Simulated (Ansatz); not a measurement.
A working Ansatz (an electronic-structure program) input for Zr₂Ga (I4/mcm, 6 atoms in the cell) (DFT, PBEsol, plane waves, default PAW files made with PBE):

Ansatz 0.2 input:
```yaml
crystal:
  lattice:
    - [-3.403975, 3.403975, 2.759006]
    - [3.403975, -3.403975, 2.759006]
    - [3.403975, 3.403975, -2.759006]
  atoms:
    - { symbol: Ga, position: [0.250000, 0.250000, 0.000000] }
    - { symbol: Ga, position: [0.750000, 0.750000, 0.000000] }
    - { symbol: Zr, position: [0.654300, 0.154300, 0.808600] }
    - { symbol: Zr, position: [0.154300, 0.345700, 0.500000] }
    - { symbol: Zr, position: [0.345700, 0.845700, 0.191400] }
    - { symbol: Zr, position: [0.845700, 0.654300, 0.500000] }
kpoints:
  mp_grid: { grid: [5, 5, 5] }
hamiltonian:
  xc: pbesol
  pseudopotentials: { kind: paw }
scf:
  occupations: { method: cold, width: 0.136 }
output:
  forces: true
  eigenvalues: true
  stress: true
```

The run converged in 6 iterations: free energy E − TS (on the zero of these files) -24003.7292 eV; Fermi level (on the code's own zero) 12.32 eV; pressure -7.70 GPa; largest force (vector length) 0.067 eV/Å. Each of these slips is then made, one at a time:

(1)
```diff
+  max_iter: 3
```

(2)
```diff
-  occupations: { method: cold, width: 0.136 }
+  occupations: { method: fixed }
```

**Question.** What happens in each case?

**Answer.** 
(1) An iteration limit that is too low. The run ended unconverged after 3 iterations.
```
did not converge after 3 iterations: dr2 = 7.05e-4 (threshold 1.00e-7), under the density mixer `msr1`, which `scf.mixing.algorithm: auto` chose by the deck's other keys (type `scf.mixing.algorithm: msr1` to keep it); raise `scf.max_iter`, which need not help a stalled SCF, or adjust the mixing (`scf.mixing`) or, under a smearing, its width (`scf.o [...]
```

(2) Fixed (insulator-type) occupations in a metal. The run converged in 7 iterations without an error; against the sound input the free energy goes up by 16.8 meV/atom, the pressure goes from -7.70 to -7.96 GPa and the largest force goes from 0.067 to 0.027 eV/Å. The full log also holds (shortened here): “WARN: iter 1: σ=0 fill of 37 bands saw a band overlap (occupied 12.6040 eV > unoccupied 11.9928 eV) — on an unconverged iterate often a transient of an (band_overlap_at_count)”.

The starting cell comes from a database of published, mostly measured structures (it also holds non-ambient and calculated ones), without a prior relaxation at this level. Its lattice was rescaled by a random factor within 2.5 % of one. In the base run, with a pressure of about -8 GPa the cell is away from its equilibrium volume at this level. Ansatz's pressure includes its estimate of the finite-basis (Pulay) stress.

Left out of this page: 3 runs of the series outside the window shown, repeating another row's setting, or not comparable.
